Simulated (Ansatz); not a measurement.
The starting structures come from a database of crystals and need not be the phases stable at ambient conditions.

 Where the default PAW files enter, the runs use the earlier of Ansatz's two default sets.

```yaml
crystal:
  lattice:
    - [4.25374, 0.00000, 0.00000]
    - [-0.00454, 6.01583, 0.00000]
    - [0.00000, 0.00000, 8.51186]
  atoms:
    - { symbol: Cu, position: [0.54233, 0.26698, 0.62640] }
    - { symbol: Cu, position: [0.04233, 0.76698, 0.37360] }
    - { symbol: Cu, position: [0.53041, 0.26958, 0.12392] }
    - { symbol: Cu, position: [0.03041, 0.76958, 0.87608] }
    - { symbol: I, position: [0.04140, 0.01707, 0.62483] }
    - { symbol: I, position: [0.54140, 0.51707, 0.37517] }
    - { symbol: I, position: [0.03166, 0.01928, 0.12526] }
    - { symbol: I, position: [0.53166, 0.51928, 0.87474] }
```

Space group of this cell: Pc. The cell is taken as given.

The current runs along the normal of the first two printed vectors. All runs by Ansatz (a program for electronic structure), plane waves and PAW, without spin-orbit coupling; the base is r2SCAN.

```
run                                                      mean pressure (GPa)  gap (eV)  mid-gap κ (1/Å)
-------------------------------------------------------  -------------------  --------  ---------------
base                                                                     0.1      1.67            0.143
all lengths scaled by 0.98                                               3.2         …                …
all lengths scaled by 1.02                                              -2.2      1.50            0.138
lda in place of r2scan                                                  -3.6         …                …
lengths across the current scaled by 0.98, ions clamped                  2.1      1.77            0.146
lengths across the current scaled by 1.02, ions clamped                 -1.5      1.53            0.139
lengths along the current scaled by 0.97, ions clamped                   1.6      1.71            0.146
lengths along the current scaled by 1.03, ions clamped                  -1.1         …                …
pbesol in place of r2scan                                               -1.8      1.06            0.101
```

**Question.** Complete the blanks.

**Answer.** 
- all lengths scaled by 0.98, gap (eV): 1.86
- all lengths scaled by 0.98, mid-gap κ (1/Å): 0.148
- lda in place of r2scan, gap (eV): 1.00
- lda in place of r2scan, mid-gap κ (1/Å): 0.094
- lengths along the current scaled by 1.03, ions clamped, gap (eV): 1.56
- lengths along the current scaled by 1.03, ions clamped, mid-gap κ (1/Å): 0.141
